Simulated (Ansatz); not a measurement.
**ZnS, carrier doping**

Base system: ZnS in the wurtzite structure (space group P6_3mc, No. 186; a = 3.845 Å, c = 6.306 Å).

Carriers are added at fixed cell with a uniform background; the Fermi–Dirac width is that of 300 K.

Calculations: PBE (Ansatz, a first-principles code, PAW, no SOC).

Notes on the quantities. Fermi level from band edge: Fermi level relative to the doped band's edge (positive inside the band; to 0.05 eV).

| hole density (10^21 cm⁻³) | Fermi level from band edge (eV) |
|---|---|
| 1 | 0.20 |
| 1.5 | 0.20 |
| 2 | ? |
| 7 | 0.55 |

Task: Fit E_F = C n^s, fitted as a line in log–log form (a parabolic band gives s = 2/3) to the rows shown and predict the withheld row.

Result: Least squares on the printed values gives C = 0.18 eV, s = 0.56 (largest residual 0.03 eV); this predicts 0.27 eV, and the run gives 0.25 eV, in agreement.

Charged cell with a jellium background: band edges are those of the host's band count, energies are not comparable with the neutral cell, and many-body gap narrowing is missing. Stability against distortions was not tested.
